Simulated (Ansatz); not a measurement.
Start from MgF$_{2}$ in the rutile structure (space group P4_2/mnm, No. 136; a = 4.6260 Å, c = 3.0492 Å).

Computed with r2SCAN in Ansatz (plane waves to 500 eV, PAW, without spin-orbit coupling), earlier PAW set.

One change was made to it. Results:

```tsv
quantity	base	after
band gap	8.06 eV	9.50 eV
width of the top valence band	0.86 eV	1.11 eV
c/a ratio	0.659	0.666
valence-band top at Γ (three highest levels, from the VBM)	0.00, -0.32, -0.32 eV	0.00, -0.34, -0.34 eV
```

Task: Name the change that was made.
A. pressure 3 GPa
B. pressure 30 GPa
C. pressure 15 GPa
D. pressure 100 GPa
E. pressure −1 GPa

Result: B, pressure 30 GPa. For comparison, the band gap in the other runs: pressure −1 GPa gives 7.99 eV; pressure 15 GPa gives 8.88 eV; pressure 100 GPa gives 11.36 eV; pressure 3 GPa gives 8.25 eV.

Load acts through the strain it causes; cell and atoms are relaxed under it. Stability against distortions was not tested. No other phases were tried under pressure.

Ansatz is a first-principles code.
